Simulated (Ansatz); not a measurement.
Response to strain in CoSi

The parent structure is CoSi (space group P2_13, No. 198; non-magnetic).

```yaml
crystal:
  lattice:
    - [4.38269, 0.00000, 0.00000]
    - [0.00000, 4.38269, 0.00000]
    - [0.00000, 0.00000, 4.38269]
  atoms:
    - { symbol: Co, position: [0.14562, 0.14562, 0.14562] }
    - { symbol: Co, position: [0.64562, 0.35438, 0.85438] }
    - { symbol: Co, position: [0.85438, 0.64562, 0.35438] }
    - { symbol: Co, position: [0.35438, 0.85438, 0.64562] }
    - { symbol: Si, position: [0.84366, 0.84366, 0.84366] }
    - { symbol: Si, position: [0.34366, 0.65634, 0.15634] }
    - { symbol: Si, position: [0.15634, 0.34366, 0.65634] }
    - { symbol: Si, position: [0.65634, 0.15634, 0.34366] }
```

Cartesian axes are those of the cell as printed.

Strains are applied to the cell and any free atomic positions relax.

Method: DFT with r2SCAN, PAW potentials and a 500 eV plane-wave cutoff in Ansatz (a first-principles code), no SOC, earlier PAW set.

Candidates:
(a) strain tensor (xx, yy, zz, yz, xz, xy) = (+0.34, +0.21, +0.57, +0.40, −0.21, +1.21) %
(b) strain tensor (xx, yy, zz, yz, xz, xy) = (−1.86, +0.12, −0.01, −0.13, −0.71, +0.88) %
(c) uniaxial strain ε_yy = −1.27 %
(d) uniaxial strain ε_zz = −4.59 %

Notes on the quantities. energy relative to the base: free energy F.

Question: Order them by energy relative to the base, lowest first.

Answer: (c) uniaxial strain ε_yy = −1.27 % (+2.3 meV/atom), (a) strain tensor (xx, yy, zz, yz, xz, xy) = (+0.34, +0.21, +0.57, +0.40, −0.21, +1.21) % (+3.9 meV/atom), (b) strain tensor (xx, yy, zz, yz, xz, xy) = (−1.86, +0.12, −0.01, −0.13, −0.71, +0.88) % (+7.3 meV/atom), (d) uniaxial strain ε_zz = −4.59 % (+34 meV/atom)

Whether these cells are dynamically stable was not tested. Seeded moments were not kept for the base. All final runs are without spin polarisation.
